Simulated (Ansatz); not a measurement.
hypothetical diamond Os with two functionals

Base system: Os in the diamond structure (space group Fd-3m, No. 227; a = 5.5557 Å; a hypothetical phase, not in the database extracts checked).

(Cell as relaxed with PBE.)

Levels (all Ansatz, a program for electronic structure, PAW): PBE (420 eV, no spin-orbit coupling); PBEsol (420 eV, no SOC).

Each level relaxes its own structure.

```
quantity                  PBE  PBEsol
-------------------  --------  ------
volume per atom      21.44 Å³     [?]
lattice parameter a   5.556 Å     [?]
band gap                 zero     [?]
```

Task: What does PBEsol give?

Result: 
- volume per atom, PBEsol: 20.81 Å³
- lattice parameter a, PBEsol: 5.501 Å
- band gap, PBEsol: zero

PBE's volume per atom lies 0.625 Å³ above PBEsol's (3.0 %); PBE's lattice parameter a lies 0.055 Å above PBEsol's (1.0 %); the two agree on the band gap. Neither level is exact; PBEsol is the comparison here, not a measurement.

No phonon test of stability was made. All final runs are without spin polarisation.
